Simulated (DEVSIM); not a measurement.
System: abrupt Ge n-p junction, at 300 K.

Layer 1 from the left is Ge, thickness (μm) 96.0, Nd (cm⁻³) 4.5e17, τn (s) 0.00026, τp (s) 0.00026. Layer 2 from the left is Ge, thickness (μm) 0.420, Na (cm⁻³) 1.8e16, τn (s) 0.00026, τp (s) 0.00026.

Left contact: ohmic. Right contact: ohmic. Voltage is applied to the left contact. Recombination: SRH at mid-gap, radiative. Mobility is μmin + (μ − μmin)/(1 + (N/Nref)^α).

This is a model device: material constants are rounded textbook-type values typed into the input, and sizes, dopings and lifetimes were drawn at random. Values at 300 K.

Ge: gap (eV) 0.664, affinity (eV) 4, permittivity 16, Nc (cm⁻³) 1.04e19, Nv (cm⁻³) 6e18, μn (cm²/Vs) 3900, μp (cm²/Vs) 1900, μn,min 150, μp,min 100, Nref,n 2.6e17, Nref,p 4e17, αn 0.56, αp 0.6, B (cm³/s) 6.4e-14.

Problem. Estimate by hand the built-in potential, the peak field at zero bias, and compare with a numerical solution.

Solution. 
- Built-in potential: ni = √(Nc Nv) exp(−Eg/2kT) = 2.09e13 cm⁻³ with Eg = 0.664 eV; Vbi = kT/q ln(Na Nd/ni²) = 0.433 V; numerical 0.433 V.
- Peak field at zero bias: depletion approximation: W = √(2εVbi/(qN)) = 0.210 μm with N = 1.73e16 cm⁻³; field = 2Vbi/W = 41200 V/cm; numerical 45200 V/cm (estimate below by 9.0 %).

Model (solved in DEVSIM): 1D drift-diffusion, Boltzmann statistics, complete ionisation; no tunnelling, impact ionisation, image-force lowering or self-heating.
